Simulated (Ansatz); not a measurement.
Functionals compared on the (32-51) surface of hcp Mg in its 1x1 cell, outermost plane spacing 0.11 Å in the ideal cut, in Ansatz (plane waves, PAW). The structure was relaxed with PBE; the other rows are single points on it. Cutoff 420 eV (500 eV for r2SCAN).

Set-up: 34 atoms, 10.2 Å thick at the start (thin: gaps and levels are the slab's own); mesh 5x4x1; 0.1 eV smearing; dipole correction on; all atoms relaxed; symmetry of the start imposed; no spin, no spin-orbit, no U. These notes are the PBE run's.

```csv
functional,work function of the top face (eV),rough cost of the single point
PBE,3.46,–
LDA,3.60,around 4 core-minutes (rough)
PBEsol,?,around 4 core-minutes (rough)
RPBE,3.39,roughly 4 core-minutes
r2SCAN,3.50,around 8 core-minutes (rough)
```

Q: Complete the blanks.

A: 
- PBEsol, work function of the top face (eV): 3.50

Ansatz is a quantum-chemistry and plane-wave program.
